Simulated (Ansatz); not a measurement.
# BN in the zinc blende structure (space group F-43m, No. 216)

BN is taken in the cubic space group F-43m (No. 216), the zinc blende structure, Pearson symbol cF8. Conventional cell: a = b = c = 3.581 Å, α = β = γ = 90.00°. B on 4a sees 4 N at 1.550 Å (tetrahedral). N on 4d is coordinated by 4 B at 1.550 Å (tetrahedral). (Neighbours: up to the widest gap in distance over summed covalent radii, below 1.35, at either atom.)
(The calculation used a cell of 2 atoms; values per cell refer to that cell.)

Computed with Ansatz (a program for electronic structure), LDA, PAW, cutoff 420 eV, no spin-orbit coupling. Γ-centred 16×16×16 mesh, Fermi–Dirac width 0.05 eV.

| Property | Result |
|---|---|
| Volume per atom | 5.74 Å³ |
| Density | 3.59 g/cm³ |
| Band gap | 4.39 eV, indirect, Γ → X |
| Electron mass | 0.90 mₑ along k, 0.30 mₑ across |
| Hole mass (degenerate bands, along [100]) | 0.52 mₑ |
| Lowest conduction-band minima above the VBM | X along ⟨100⟩ 4.39 eV |
| Total energy | -263.234 eV/atom (σ→0; compares only within this code and set-up) |

Effective masses come from finite differences of ±0.01 Å⁻¹. Along k means along the line from Γ to the band edge. Stability against distortions was not tested.
